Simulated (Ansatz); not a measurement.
Ansatz (a first-principles code) run on HfTeSe (P3m1, 3 atoms in the cell): relaxation of cell and atoms.

Method of the run: PBEsol, default PAW files made with PBE (plane waves; Ansatz).

The change in words: atoms on their sites; basis.ecutwfc: 420 eV → 630 eV; relax: default → cell and atoms. Reference geometry:
```
HfTeSe
1.0
    3.86459     0.00000     0.00000
   -1.93230     3.34683     0.00000
    0.00000     0.00000     6.73573
Hf Te Se
1 1 1
Direct
  0.00000   0.00000   0.98919
  0.66667   0.33333   0.25072
  0.33333   0.66667   0.76752
```

Reference input (self-consistent single point, DFT, PBEsol, plane waves, default PAW files made with PBE): basis.ecutwfc = 420 eV; kpoints.mp_grid.grid = 8 8 4; hamiltonian.xc = pbesol; hamiltonian.pseudopotentials = {kind: paw} (the program's default PAW files); scf.occupations.method = fermi_dirac; scf.occupations.width = 0.1 eV. This run's input differs from it in these lines:

Ansatz 0.2 input:
```diff
@@ -7,3 +7,3 @@
   atoms:
-    - { symbol: Hf, position: [0.000000, 0.000000, 0.989193] }
+    - { symbol: Hf, position: [0.000000, 0.000000, 0.981770] }
     - { symbol: Te, position: [0.666667, 0.333333, 0.250720] }
@@ -11,3 +11,3 @@
 basis:
-  ecutwfc: 420.0
+  ecutwfc: 630.0
 kpoints:
@@ -23,2 +23,4 @@
     width: 0.1
+relax:
+  cell: {}
 output:
```

Output, abridged:

```
   [... SCF lines of the steps left out ...]
relax step   1: F+E_penalty+E_count = -27926.90484848 eV  Δ(F+E_penalty+E_count) = +0.000e0 eV  max|allowed force component| = 2.475e-1 eV/Å  Δτ_max = 0.0000 Å  P = -0.893 GPa  Ω = 87.121 Å³  (7 SCF iters, dr2 threshold 1.00e-7 eV, accepted)
relax step   2: F+E_penalty+E_count = -27926.89572255 eV  Δ(F+E_penalty+E_count) = +9.126e-3 eV  max|allowed force component| = 5.596e-1 eV/Å  Δτ_max = 0.1827 Å  P = -1.132 GPa  Ω = 78.560 Å³  energy of the carried Pulay correction = +9.580e-5 eV  [...]
   [... lines left out ...]
relax step   6: F+E_penalty+E_count = -27926.94462888 eV  Δ(F+E_penalty+E_count) = -1.430e-4 eV  max|allowed force component| = 2.024e-3 eV/Å  Δτ_max = 0.0077 Å  P = +0.006 GPa  Ω = 80.244 Å³  energy of the carried Pulay correction = +7.619e-5 eV  [...]
relax step   7: F+E_penalty+E_count = -27926.94456924 eV  Δ(F+E_penalty+E_count) = +5.965e-5 eV  max|allowed force component| = 1.956e-3 eV/Å  Δτ_max = 0.0000 Å  P = +0.006 GPa  Ω = 80.244 Å³  stress off target by 6.38e-3 GPa  SCF on the basis [...]
basis re-selected at this cell: Δ(F+E_penalty+E_count) = +5.965e-5 eV, ΔP = -0.001 GPa vs the last step
the relaxation is at rest under the 6 symmetry operations that the run kept from its start: a minimum is not shown …
Stability not checked: this state was not tested for a lower state beside it, because too few of the mixer's solves of this state at the end of the SCF gave a …
Free energy (F): -27926.944569 eV
Internal energy: -27926.920977 eV  (E = F + TS)
   [... lines left out ...]
Fermi energy:    11.555662 eV
  cell:  # Å, volume = 80.2436 Å³
   [... lines left out ...]
    - [-1.8891348904910215, 3.272077612681516, 8.396402324234528e-18]
    - [-2.926877976378381e-17, -3.121379587540537e-33, 6.490737883849544]
  atoms:
    - { symbol: Hf, position: [-1.0244082921086093e-19, -6.713565420736071e-35, 0.9809759045025815] }
    - { symbol: Te, position: [0.6666666666666666, 0.3333333333333333, 0.269031143488807] }
    - { symbol: Se, position: [0.3333333333333333, 0.6666666666666666, 0.7500029520086118] }
```

The run converged. 

Summary of the result:
- Free energy E − TS (on the zero of these files): -27926.9446 eV
- Fermi level (on the code's own zero): 11.56 eV
- Pressure: 0.01 GPa
- Largest force (vector length): 0.002 eV/Å
- Final cell: a = b = 3.7783 Å, c = 6.4907 Å, α = β = 90.00°, γ = 120.00°
- Final volume per atom: 26.75 Å³
- Relaxation steps: 7

The starting cell comes from a database of computed structures (which also holds hypothetical and non-ambient phases and stackings), without a prior relaxation at this level. Its lattice was rescaled by up to half a per cent. The relaxation keeps the symmetry of its start, so its end need not be a minimum. Ansatz's pressure includes its estimate of the finite-basis (Pulay) stress.

Cost on one core of a shared machine: roughly 3 min.
